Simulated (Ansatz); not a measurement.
For fluorite PtAl2, LDA (Ansatz, a quantum-chemistry and plane-wave program, PAW) gives:

equilibrium lattice constant a: 5.853 Å
bulk modulus: 145 GPa

### Question
What does Hartree–Fock (Ansatz, plane waves, PAW) give for the same quantities?

### Answer

- lattice constant a: 5.971 Å (goes up by 2.0 %)
- bulk modulus: 131 GPa (falls by 9.7 %)

For comparison: lattice constant a 5.91 Å (measured, temperature not stated, copied from a table, unchecked, no zero-point or thermal correction; as tabulated in Crystal Structures 1, 239 (1963)).

Changes are worked out from the printed values.

Unless a cell is named, each level is at its own relaxed cell (LDA 16.71, Hartree–Fock 17.74 Å³/atom).

Levels without +SOC leave out spin–orbit coupling, which shifts energies and cells of such heavy elements.

The crystal itself was run without spin with LDA, Hartree–Fock; a magnetic state was not tried in these runs.

Ansatz's density-functional and Hartree–Fock values are scalar-relativistic unless marked +SOC, with PAW data made under PBE.
